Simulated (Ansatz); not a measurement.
A constructed model of the (111) surface of fcc Rh, (√3x√3)R30° layer of Li, one a cell, on the site that continues the host's stacking (bottom of the slab: a bare face, its two planes held)

Calculation: PBE (plane waves to 420 eV, PAW; Ansatz, an electronic-structure program).

Slab: 19 atoms, 13.4 Å thick at the start with caps and adatoms (thin: gaps and levels are the slab's own); k 9x9x1, smearing 0.1 eV, dipole-corrected; 6 atoms held, the rest relaxed; held to the start's symmetry, so lower structures may exist; no spin, no spin-orbit, no U. It is one candidate, not shown to be the stable structure of the face.

```yaml
work_function_of_the_top_face: 2.10 eV
energy_released_by_relaxation: 0.16 eV
cost: very roughly 7 core-minutes
```
